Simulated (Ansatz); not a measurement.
SiO2 (I-42d, No. 122, 6 atoms in the cell; start mp-546794; a measured phase of this formula has another space group) was calculated with HSE06 (Ansatz, an electronic-structure program, plane waves, PAW).

Run with plane-wave cutoff 460 eV, 6×6×6 k mesh, Fermi–Dirac smearing 0.01 eV, scalar-relativistic PAW data made under PBE.

The cell is the one relaxed with PBEsol. Conventional cell: a = 4.9832 Å, b = 4.9832 Å, c = 7.3381 Å, α = 90.00°, β = 90.00°, γ = 90.00°.

```
CELL_PARAMETERS angstrom
     -2.49162     2.49162     3.66906
      2.49162    -2.49162     3.66906
      2.49162     2.49162    -3.66906
ATOMIC_POSITIONS crystal
  Si 0.00000 0.00000 0.00000
  Si 0.75000 0.25000 0.50000
  O  0.37500 0.22132 0.34632
  O  0.77868 0.12500 0.15368
  O  0.87500 0.02868 0.65368
  O  0.97132 0.62500 0.84632
```

Task: List the 19 lowest band energies at Γ above −25 eV (eV, relative to the valence band maximum), grouping those that round alike.

Result: At Γ: -20.67, -18.54 (×2), -18.47, -9.61, -5.71 (×2), -5.42, -2.67, -2.21, -1.61 (×2), -1.56, -0.74, 0.00 (×2), 7.63, 10.75, 12.62.

Note: the run warned that its exchange threshold was loose for the stress; cell and atoms aren't relaxed at this level (largest force component 0.20 eV/Å, pressure -2.3 GPa).

A start named mp-… is a Materials Project structure, which need not be a measured phase.
